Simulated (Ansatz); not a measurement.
## TiAl (P4/mmm): band-structure transport figures

```
AlTi
1.0
    2.79191     0.00000     0.00000
    0.00000     2.79191     0.00000
    0.00000     0.00000     4.04898
Ti Al
1 1
Direct
  0.50000   0.50000   0.50000
  0.00000   0.00000   0.00000
```

The numbers are results of PBEsol, rigid bands (plane waves, PAW, scalar-relativistic; Ansatz, a quantum-chemistry and plane-wave program), not measurements. Cell: cell and atoms relaxed with PBEsol.

```yaml
density of states at the Fermi level: 1.77 states/(eV·cell), both spins
bare Sommerfeld coefficient: 2.1 mJ/(mol of atoms·K²)
drude_plasma_energy: 5.1 (x), 5.1 (y), 4.6 (z) eV
root-mean-square Fermi velocity: 4.1e5 m/s
resistivity times τ: 18.8 (x), 18.8 (y), 23 (z) ×10⁻²² Ω·m·s
```

A metal at this level (no band gap); rigid bands, thermally averaged at 300 K, both spins. Spin-orbit coupling is left out. τ is one relaxation time for all states.
